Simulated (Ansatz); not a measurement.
The reference is AlAs in the wurtzite structure (space group P6_3mc, No. 186; a = 4.0035 Å, c = 6.5808 Å; a model cell, its experimental status unchecked).

Levels (all Ansatz, a first-principles code, PAW): PBEsol (420 eV, no spin-orbit coupling); PBEsol+SOC (420 eV, with spin-orbit coupling).

The geometry is relaxed with PBEsol.

| Item | Result |
|---|---|
| PBEsol valence-band top at Γ | 0.00, 0.00, -0.13 eV |
| PBEsol lowest conduction level above the VBM at special points | M 1.66 eV; Γ 1.72 eV; L 1.86 eV; K 2.08 eV |
| PBEsol width of the top valence band | 2.53 eV |

### Question
How does going to PBEsol+SOC change the valence-band top at Γ, lowest conduction level above the VBM at special points and width of the top valence band?

### Answer
The valence-band top at Γ (three highest Kramers pairs, from the VBM) becomes 0.00, -0.08, -0.36 eV (PBEsol: 0.00, 0.00, -0.13 eV); the lowest conduction level above the VBM at special points changes from M 1.66 eV; Γ 1.72 eV; L 1.86 eV; K 2.08 eV to M 1.56 eV; Γ 1.62 eV; L 1.76 eV; K 1.98 eV; the width of the top valence band increases by 0.05 eV (2.53 eV → 2.58 eV).

Single points use the geometry relaxed with PBEsol. The spin-orbit shifts are approximate. The levels and masses belong to the bands next to the band gap. Stability against distortions was not tested. This is not the structure that AlAs has at room temperature and ambient pressure.
